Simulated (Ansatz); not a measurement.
FeB under a change: isotropic strain −5.18 %

The reference is FeB (space group I4_1/amd, No. 141; a = 2.898 Å, c = 14.811 Å; ferromagnetic; a cell from a computed database, its experimental status unchecked).

It is then changed as follows: the cell is scaled by 0.9482 in all directions, atoms relaxed at fixed cell.

All numbers come from PBEsol (Ansatz, a first-principles code; PAW; 420 eV plane waves; without spin-orbit coupling). Γ-centred 14×14×14 mesh, Fermi–Dirac width 0.05 eV.

| quantity | base | changed | shift |
|---|---|---|---|
| volume per atom | 7.77 Å³ | 6.63 Å³ | -1.146 Å³ |
| space group | I4_1/amd (No. 141) | I4_1/amd (No. 141) | – |
| energy relative to the base (free energy F) | 0 meV/atom | +0.215 eV/atom | +0.215 eV/atom |
| pressure (mean of the normal stresses, compression positive) | 0.0 GPa | 68.9 GPa | +68.9 GPa |
| band gap | zero | zero | – |
| magnetic state | ferromagnetic | ferromagnetic | – |
| largest site moment | 1.31 μB | 1.07 μB | -0.24 μB |
| largest internal atomic displacement | – | 0.016 Å | – |

Final structure:

```yaml
crystal:
  lattice:
    - [-1.37378, 1.37378, 7.02187]
    - [1.37378, -1.37378, 7.02187]
    - [1.37378, 1.37378, -7.02187]
  atoms:
    - { symbol: Fe, position: [0.80393, 0.80393, 0.00000] }
    - { symbol: Fe, position: [0.55393, 0.05393, 0.50000] }
    - { symbol: Fe, position: [0.94607, 0.44607, 0.50000] }
    - { symbol: Fe, position: [0.19607, 0.19607, 0.00000] }
    - { symbol: B, position: [0.33830, 0.33830, 0.00000] }
    - { symbol: B, position: [0.08830, 0.58830, 0.50000] }
    - { symbol: B, position: [0.41170, 0.91170, 0.50000] }
    - { symbol: B, position: [0.66170, 0.66170, 0.00000] }
```

Cost of the whole job for the changed cell (relaxation, final SCF and bands): roughly 8 core-minutes.

Other magnetic orders, which the real material may have, were not ruled out. No phonon test of stability was made.
